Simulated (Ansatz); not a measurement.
Start from KTaO3 in the cubic perovskite structure (space group Pm-3m, No. 221; a = 3.952 Å). Axes: x, y, z lie along the cube axes.

Level of theory: Ansatz (a first-principles code), LDA, PAW, cutoff 420 eV, scalar-relativistic without spin-orbit coupling.

Strains are applied to the cell and any free atomic positions relax; under biaxial strain the out-of-plane vector relaxes too.

One change was made to it. Results:

```csv
quantity,base,after
smallest direct gap,2.73 eV,2.61 eV
volume per atom,12.34 Å³,12.00 Å³
```

### Question
Which change produced these results?
(A) biaxial strain −1.50 %, plane normal [111], relaxed out of plane
(B) biaxial strain −2.50 %, plane normal [111], relaxed out of plane
(C) biaxial strain −1.00 %, plane normal [111], relaxed out of plane

### Answer
B, biaxial strain −2.50 %, plane normal [111], relaxed out of plane. For comparison, the smallest direct gap in the other runs: biaxial strain −1.50 %, plane normal [111], relaxed out of plane gives 2.67 eV; biaxial strain −1.00 %, plane normal [111], relaxed out of plane gives 2.69 eV.

With Ta present, leaving out spin-orbit coupling can change the band edges. Stability against distortions was not tested.
